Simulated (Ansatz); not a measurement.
Start from Te (space group P3_121, No. 152; a = 4.624 Å, c = 5.903 Å; made of chains).

The values are results of Kohn–Sham DFT with the r2SCAN functional, run in Ansatz (a program for electronic structure) with PAW and 500 eV plane waves, no spin-orbit coupling, not measurements.

Base values:

The gap between the host's bands is 0.55 eV. The gap character is indirect, L–H (80 % along) → H.

It is then changed as follows: hole doping at 7.0×10^21 cm⁻³ (0.765 per cell), with a uniform compensating background at fixed cell and a 300 K Fermi–Dirac width.

Predict the new largest internal atomic displacement, Fermi level from band edge, gap between the host's bands and gap character.

The largest internal atomic displacement amounts to 0.018 Å; the Fermi level relative to the doped band's edge (positive inside the band; to 0.05 eV) is +0.70 eV; the gap between the host's bands rises by 0.036 eV (0.55 eV → 0.58 eV); the gap character stays indirect, L–H (80 % along) → H.

Carriers are added with a uniform compensating background; total energy and stress of such cells depend on the potential's zero and are not compared; many-body gap narrowing is missing at this level. Spin-orbit coupling, missing from the scalar runs, can matter with Te. No phonon test of stability was made. No dispersion term is included, though the crystal is made of layers, chains or molecules, so its spacings can come out too wide.
